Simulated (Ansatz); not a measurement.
Al$_{2}$Cu (space group Fm-3m, No. 225; a cell from a computed database, its experimental status unchecked)

Space group Fm-3m (No. 225); a = 5.736 Å, b = 5.736 Å, c = 5.736 Å, α = 90.00°, β = 90.00°, γ = 90.00°

```tsv
atom	site	symmetry	x	y	z
Al	8c	-43m	0.2500	0.2500	0.2500
Cu	4b	m-3m	0.5000	0.5000	0.5000
```
(The calculation used a cell of 3 atoms; values per cell refer to that cell.)

Level of theory: r2SCAN (Ansatz, a first-principles code, PAW, scalar-relativistic without spin-orbit coupling), earlier PAW set. Γ-centred 14×14×14 mesh, Fermi–Dirac width 0.05 eV.

Volume per atom: 15.72 Å³
Density: 4.14 g/cm³
Band gap: zero
Total energy: -2570.902 eV/atom (σ→0; compares only within this code and set-up)

Stability against distortions was not tested. The base started in I4/mmm and relaxed to Fm-3m at this level. All final runs are without spin polarisation.
